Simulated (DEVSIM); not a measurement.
Structure: abrupt Si n-p junction, at 300 K.

Layer 1 from the left is Si, thickness (μm) 0.160, Nd (cm⁻³) 4.2e15, τn (s) 0.00012, τp (s) 0.00012. Layer 2 from the left is Si, thickness (μm) 3.60, Na (cm⁻³) 1.1e17, τn (s) 0.00012, τp (s) 0.00012.

Left contact: ohmic. Right contact: ohmic. Voltage is applied to the left contact. Recombination: SRH at mid-gap, radiative. Mobility is constant in doping.

The device is made up for the run: typed textbook-type constants, with dimensions and the other settings drawn at random. Values at 300 K.

Si: gap (eV) 1.124, affinity (eV) 4.05, permittivity 11.7, Nc (cm⁻³) 2.86e19, Nv (cm⁻³) 3.1e19, μn (cm²/Vs) 1417, μp (cm²/Vs) 470, B (cm³/s) 4.7e-15.

Model (solved in DEVSIM): 1D drift-diffusion, Boltzmann statistics, complete ionisation; no tunnelling, impact ionisation, image-force lowering or self-heating.

### Question
What does the simulation give for the dark forward voltage at 100 A/cm², the potential step across the device at zero bias, the dark forward voltage at 1 A/cm², the largest field in the device at zero bias?

### Answer
dark forward voltage at 100 A/cm² 0.598 V; potential step across the device at zero bias 0.750 V; dark forward voltage at 1 A/cm² 0.452 V; largest field in the device at zero bias 47000 V/cm.
